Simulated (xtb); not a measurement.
xtb 6.7.1, GFN1-xTB: Cc1ccsc1-c1sc(-c2cc3sccc3s2)c2c1OCCO2, 35 atoms. The geometry is a generated start, not checked to be a minimum at this level.

- run flags: --grad
- method: GFN1-xTB
- --acc: 1 (default)
- --etemp (K): 300 (default)
- basis functions: 140
- valence electrons: 116

One run each on 1 thread. Values of broydamp tried: 0.02, 0.05, 0.1, 0.2, 0.4 (default), 0.6, 0.8, 1.

### Question
Which value of broydamp needs the fewest SCC iterations, and what happens away from it?

### Answer
Fewest SCC iterations, within one of each other: 0.2 with 12, 0.4 (default) with 12, 0.6 with 12, 0.8 with 13. The count rises to 19 at 0.02. All converge to one solution.

```csv
broydamp,SCC iterations,end
0.02,19,same solution
0.05,16,same solution
0.1,14,same solution
0.2,12,same solution
0.4 (default),12,same solution
0.6,12,same solution
0.8,13,same solution
1,16,same solution
```
